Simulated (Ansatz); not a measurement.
Base system: MoSi2 (space group I4/mmm, No. 139; a = 3.174 Å, c = 7.777 Å).

Method: LDA, PAW, 420 eV (Ansatz, a quantum-chemistry and plane-wave program; without spin-orbit coupling).

Before the change:

| Quantity | Result |
|---|---|
| Lattice parameter a | 3.174 Å |

It is then changed as follows: cell and atoms relaxed at a pressure of 2.1 GPa.

Task: How does this affect the lattice parameter a?

Result: The lattice parameter a falls by 0.010 Å (3.174 Å → 3.164 Å).

Load acts through the strain it causes; cell and atoms are relaxed under it. Stability against distortions was not tested. The final runs are not spin-polarised.
